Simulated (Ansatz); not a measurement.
PBE against r2SCAN: CdSe, pressure −1 GPa

The reference is CdSe in the zinc blende structure (space group F-43m, No. 216; a = 6.196 Å).

(Cell as relaxed with PBE.)

Levels (all Ansatz, a program for electronic structure, PAW): PBE (420 eV, scalar-relativistic without spin-orbit coupling); r2SCAN (500 eV, no spin-orbit coupling).

Each level relaxes its own structure.

```tsv
base	PBE	r2SCAN
volume per atom	29.74 Å³	28.84 Å³
lattice parameter a	6.196 Å	6.133 Å
band gap	0.49 eV	1.04 eV
```

Perturbation: a negative pressure, −1 GPa.

```csv
quantity,PBE,r2SCAN
mean gap deformation potential ΔEg/Δln V,-2.1 eV,?
"hole mass (degenerate bands, along [100])","0.050, 0.76, 0.76 mₑ (at Γ)",?
volume per atom,30.45 Å³,?
```

What does r2SCAN give?


- mean gap deformation potential ΔEg/Δln V, r2SCAN: -2.2 eV
- hole mass (degenerate bands, along [100]), r2SCAN: 0.096, 0.72, 0.72 mₑ (at Γ)
- volume per atom, r2SCAN: 29.44 Å³

PBE's volume per atom lies 1.01 Å³ above r2SCAN's (3.4 %). Neither level is exact; r2SCAN is the comparison here, not a measurement.

Load acts through the strain it causes; cell and atoms are relaxed under it. Masses are band curvatures over ±0.01 Å⁻¹ around the edge. No phonon test of stability was made.
